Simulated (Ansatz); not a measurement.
Amorphous Hf18O35, 53 atoms at 9.13 g/cm³, one PBE-relaxed geometry, zone centre. Methods: PBE, scalar-relativistic without spin-orbit coupling (Ansatz, a first-principles code); r2SCAN, scalar-relativistic without spin-orbit coupling (Ansatz); HSE06, scalar-relativistic without spin-orbit coupling (Ansatz). Plane waves to 420 eV (r2SCAN 500 eV); exact exchange is cut at the cell's faces. The usual formal charges leave 2 electrons over, so the level spacing at the Fermi energy parts defect or band states and needn't be the band gap. The higher rungs were started with moments on some atoms, which died out.

It comes from a melt-quench run on a machine-learned potential (CHGNet), relaxed afterwards by DFT. O atoms were pushed apart under 1.9 Å during the dynamics, to hinder bonds among them. The hot cell started wider than the set density and was brought back towards it in steps. It is the lowest in DFT energy of 2 quenches. It is a model cell: composition and starting density were chosen by hand, and all elements were melted together. No dispersion term was used. Its density started from a set value of 9.13 and ended at 9.13 g/cm³. The quench (nominally 380 K/ps over its main leg) was far faster than any real one, so the model tends to hold more defects than a real film. A cell of this size samples the disorder only roughly. The volume was held where the preparation left it and the shape relaxed, at a PBE pressure of -2.5 GPa (tension). Stress components on the final sampling reach 2.6 GPa. On a 2×2×2 Γ-centred mesh force components of up to 0.19 eV/Å stay, since the relaxation ran on the zone centre alone.

The relaxation ran on the zone centre alone. At PBE the level spacing at the Fermi energy is 1.18 eV on a 2×2×2 Γ-centred mesh, and the spacing at the zone centre alone 1.40 eV.

### Question
What zone-centre spacing does r2SCAN give, roughly?

### Answer
1.60 eV (+0.20 eV against PBE).

### Question
What zone-centre spacing does HSE06 give, roughly?

### Answer
2.17 eV (+0.77 eV against PBE).

The highest filled and the lowest empty state spread over these numbers of atoms (participation numbers): PBE: 8.0 and 18.8; r2SCAN: 7.3 and 18.4; HSE06: 7.1 and 20.3.
